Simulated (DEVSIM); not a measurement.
Structure: GaAs n-i-p diode, at 350 K.

| layer (left to right) | material | thickness (μm) | Nd (cm⁻³) | Na (cm⁻³) | τn (s) | τp (s) |
|---|---|---|---|---|---|---|
| 1 | GaAs | 0.480 | 2.5e17 | - | 2.7e-9 | 2.7e-9 |
| 2 | GaAs | 7.30 | - | 3e11 | 2.7e-9 | 2.7e-9 |
| 3 | GaAs | 0.210 | - | 4.8e17 | 2.7e-9 | 2.7e-9 |

Left contact: ohmic. Right contact: ohmic. Voltage is applied to the left contact. Recombination: SRH at mid-gap, radiative, Auger. Mobility is μmin + (μ − μmin)/(1 + (N/Nref)^α).

Constants are typed, rounded textbook-type inputs, not results; the design itself was drawn at random and stands for no fabricated device. Values at 300 K; Nc and Nv go as T^1.5, mobilities as T to minus their exponent, the gap by Varshni's rule with the affinity fixed.

```csv
parameter,GaAs
gap (eV),1.424
affinity (eV),4.07
permittivity,12.9
Nc (cm⁻³),4.7e17
Nv (cm⁻³),9e18
μn (cm²/Vs),8500
μp (cm²/Vs),400
"μn,min",500
"μp,min",20
"Nref,n",6e16
"Nref,p",1.5e17
αn,0.39
αp,0.38
T exponent of μn,2.1
T exponent of μp,2.2
B (cm³/s),2e-10
Cn (cm⁶/s),1e-30
Cp (cm⁶/s),1e-30
Varshni α (eV/K),0.000541
Varshni β (K),204
```

Simulated with DEVSIM: 1D drift-diffusion, Boltzmann statistics, complete ionisation; no tunnelling, impact ionisation, image-force lowering or self-heating.

The doping Nd of layer 1 was swept, all else fixed.

```tsv
doping Nd of layer 1 (cm^-3)	potential step across the device at zero bias (V)	dark forward voltage at 100 A/cm² (V)
7.5e15	1.174	1.070
2.5e16	1.210	1.066
7.5e16	1.243	1.065
2.5e17	1.280	1.065
```

From the first row to the last the potential step across the device at zero bias goes from 1.174 to 1.280. From the first row to the last the dark forward voltage at 100 A/cm² goes from 1.070 to 1.065.
